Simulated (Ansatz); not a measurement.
Base system: Cs2AgBiBr6 (space group Fm-3m, No. 225; a = 11.187 Å). Axes: x, y, z lie along the cube axes.

Modification: the cell is compressed by 1.50 % along z with no lateral relaxation, atoms relaxed at fixed cell.

All numbers come from Ansatz (a first-principles code) PBEsol, scalar-relativistic without spin-orbit coupling.

### Question
Give the band edges at the high-symmetry points of the new zone, measured from its valence-band maximum.

### Answer
| point | valence edge (eV) | conduction edge (eV) |
|---|---|---|
| Γ | -0.67 | 1.93 |
| X | -0.11 | 2.45 |
| P | -0.24 | 2.43 |
| N | -1.37 | 1.00 |
| M | 0.00 | 2.49 |
| S | -0.24 | 2.15 |
| S₀ | -0.24 | 2.15 |
| R | -0.14 | 2.47 |
| G | -0.14 | 2.47 |

The gap is 1.00 eV, indirect, M → N.

Spin-orbit coupling, missing from the scalar runs, can matter with Bi. The cells carry an imposed strain or load. Stability against distortions was not tested. k-point labels follow each cell's own Brillouin zone.
